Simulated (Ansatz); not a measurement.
Take BN in the zinc blende structure (space group F-43m, No. 216) as the base.

```
BN
1.0
    0.00000     1.80487     1.80487
    1.80487     0.00000     1.80487
    1.80487     1.80487     0.00000
N B
1 1
Direct
  0.75000   0.75000   0.75000
  0.00000   0.00000   0.00000
```

Cartesian axes are those of the cell as printed.

Method: Ansatz (an electronic-structure program) r2SCAN, scalar-relativistic without spin-orbit coupling.

Strains are applied to the cell and any free atomic positions relax; under biaxial strain the out-of-plane vector relaxes too.

One change was made to it. Results:

```tsv
quantity	base	after
volume per atom	5.88 Å³	6.13 Å³
energy relative to the base (free energy F)	0 meV/atom	+20 meV/atom
smallest direct gap	9.59 eV	8.89 eV
```

What was done to the base?
(A) uniaxial strain ε_yy = −1.64 %
(B) biaxial strain +2.11 %, plane normal [001], relaxed out of plane
(C) biaxial strain +2.31 %, plane normal [110], relaxed out of plane

C, biaxial strain +2.31 %, plane normal [110], relaxed out of plane. For comparison, the energy relative to the base in the other runs: biaxial strain +2.11 %, plane normal [001], relaxed out of plane gives +14 meV/atom; uniaxial strain ε_yy = −1.64 % gives +4.1 meV/atom.

A biaxial case was relaxed in a doubled cell and then solved in the primitive one. Whether these cells are dynamically stable was not tested.
